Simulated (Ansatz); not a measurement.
A (10,0) blue phosphorus nanotube has 40 atoms in a period of 5.645 Å, a mean diameter of 10.71 Å, and lies 69 meV/atom over the flat sheet relaxed at the same level.

Computed with PBE (plane waves to 420 eV, PAW; Ansatz, a first-principles code). Mesh 1×1×6. No spin polarisation. Periodic along z alone, with about 11 Å of vacuum beside it. A hypothetical model, rolled from the flat sheet. Only distortions within the start's symmetry and period were free.

Which bending rigidity of the sheet does this imply in the thin-plate picture?

A plate bent to radius R stores D/(2R²) an area. The area an atom is π × 10.71 × 5.645/40 = 4.75 Å², so the stored energy is 0.069/4.75 = 0.0145 eV/Å². With R = 5.355 Å, D = 2R² × 0.0145 = 0.83 eV.
